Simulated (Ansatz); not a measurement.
# SnO (model structure, started from the NiAs type, P6₃/mmc, No. 194, 4 atoms in the cell): formation enthalpy by level of theory

No measured value is used here.

```tsv
level (code)	value (eV/atom)
PBE (Ansatz)	(withheld)
PBEsol (Ansatz)	-0.797
PBE-D3(BJ) (Ansatz)	-0.811
```

Q: Complete the blanks.

A: 
- PBE (Ansatz, a first-principles code), value (eV/atom): -0.753

Density-functional levels without +SOC have no spin–orbit coupling, which shifts binding energies of heavy elements. Each level is taken at its own relaxed cell. Ansatz's density-functional and Hartree–Fock values are scalar-relativistic unless marked +SOC, with PAW data made under PBE.

A model structure was made by putting elements into a prototype or built by hand; it is no filed structure, need not be a known phase, and can be a saddle point held by its symmetry.
